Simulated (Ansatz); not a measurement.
The reference is GaP in the zinc blende structure (space group F-43m, No. 216; a = 5.451 Å). Axes: x, y, z lie along the cube axes.

All numbers come from Ansatz (a first-principles code) r2SCAN, scalar-relativistic without spin-orbit coupling.

Strains are applied to the cell and any free atomic positions relax; under biaxial strain the out-of-plane vector relaxes too.

One change was made to it. Results:

```tsv
quantity	base	after
band gap	1.85 eV	1.61 eV
smallest direct gap	2.36 eV	1.99 eV
```

Q: Which change produced these results?
(A) biaxial strain +0.83 %, plane normal [111], relaxed out of plane
(B) biaxial strain +0.42 %, plane normal [111], relaxed out of plane
(C) biaxial strain +1.67 %, plane normal [111], relaxed out of plane
(D) biaxial strain +2.08 %, plane normal [111], relaxed out of plane

A: C, biaxial strain +1.67 %, plane normal [111], relaxed out of plane. For comparison, the band gap in the other runs: biaxial strain +2.08 %, plane normal [111], relaxed out of plane gives 1.51 eV; biaxial strain +0.42 %, plane normal [111], relaxed out of plane gives 1.83 eV; biaxial strain +0.83 %, plane normal [111], relaxed out of plane gives 1.80 eV.

Whether these cells are dynamically stable was not tested.
